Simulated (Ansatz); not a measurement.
**TiS2, pressure series**

Consider TiS2 in the CdI2 type structure (space group P-3m1, No. 164; layered, stacked along the Cartesian z axis).

```yaml
crystal:
  lattice:
    - [3.36062, 0.00000, 0.00000]
    - [-1.68031, 2.91039, 0.00000]
    - [0.00000, 0.00000, 5.52244]
  atoms:
    - { symbol: Ti, position: [0.00000, 0.00000, 0.00000] }
    - { symbol: S, position: [0.33333, 0.66667, 0.25857] }
    - { symbol: S, position: [0.66667, 0.33333, 0.74143] }
```

Cell and atoms are relaxed at each pressure.

Level of theory: DFT with PBE-D3(BJ), PAW potentials and a 420 eV plane-wave cutoff in Ansatz (a first-principles code), scalar-relativistic without spin-orbit coupling.

Candidates:
(a) pressure −1 GPa
(b) pressure 5 GPa
(c) pressure 3 GPa

Before the change:

c/a ratio: 1.643

Order them by c/a ratio, highest first.

(a) pressure −1 GPa (1.667), (c) pressure 3 GPa (1.612), (b) pressure 5 GPa (1.603)

Load acts through the strain it causes; cell and atoms are relaxed under it. Stability against distortions was not tested. Competing high-pressure phases were not computed. The base started in P3m1 and relaxed to P-3m1 at this level. All final runs are without spin polarisation.
